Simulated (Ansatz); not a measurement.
Levels about the gap of amorphous Sb22Se33 (55 atoms in a cell of 1702 Å³, 5.16 g/cm³; zone centre alone, so wide bands show as single levels with stretches between that a denser mesh fills), at the geometry that PBE relaxed, where it gives 1.0 GPa on a denser mesh. The participation number counts the atoms over which a state spreads; weights are charges in smoothed Voronoi cells. The levels come from a single point, so bond lengths are those of that geometry. Method of the levels: PBE, scalar-relativistic without spin-orbit coupling, PAW (Ansatz default set, large-core Se) (Ansatz, a program for electronic structure). Sampling: the zone centre alone; Fermi-Dirac width 0.05 eV; no spin polarisation.

It comes from a melt-quench run on a machine-learned potential (CHGNet), relaxed afterwards by DFT. The hot cell started wider than the set density and was brought back towards it in steps. It is the lowest in DFT energy of 4 quenches. It is a model cell: composition and starting density were chosen by hand, and all elements were melted together. No dispersion term was used. A short ab initio anneal came between quench and relaxation. Its density started from a set value of 5.16 and ended at 5.16 g/cm³. The quench (nominally 28 K/ps over its main leg) was far faster than any real one, so the model tends to hold more defects than a real film. A cell of this size samples the disorder only roughly. The volume was held where the preparation left it and the shape relaxed, at a PBE pressure of 1.0 GPa. Stress components on the final sampling reach 1.0 GPa.

| E - E(highest filled), eV | filling | participation number | largest on | weight Se | weight Sb |
|---|---|---|---|---|---|
| -0.45 | filled | 27.9 | Se, 2 neighbours | 0.83 | 0.17 |
| -0.34 | filled | 33.9 | Se, 2 neighbours | 0.79 | 0.21 |
| -0.30 | filled | 30.6 | Se, 2 neighbours | 0.78 | 0.22 |
| -0.28 | filled | 32.2 | Se, 2 neighbours | 0.76 | 0.24 |
| -0.25 | filled | 28.6 | Se, 2 neighbours | 0.78 | 0.22 |
| -0.17 | filled | 34.2 | Se, 2 neighbours | 0.75 | 0.25 |
| 0.00 | filled | 24.1 | Se, 2 neighbours | 0.82 | 0.18 |
| 1.04 | empty | 35.2 | Sb, 3 neighbours | 0.46 | 0.54 |
| 1.10 | empty | 36.0 | Sb, 3 neighbours | 0.49 | 0.51 |
| 1.11 | empty | 30.8 | Se, 2 neighbours | 0.57 | 0.43 |
| 1.22 | empty | 39.1 | Sb, 3 neighbours | 0.45 | 0.55 |
| 1.35 | empty | 35.2 | Sb, 3 neighbours | 0.50 | 0.50 |
| 1.42 | empty | 26.5 | Sb, 4 neighbours | 0.48 | 0.52 |
| 1.51 | empty | 30.9 | Se, 2 neighbours | 0.54 | 0.46 |

Most localised among these is the filled level at +0.00 eV, on a Se atom, which has 2 neighbours (Se 2.42 Å, Sb 2.83 Å).
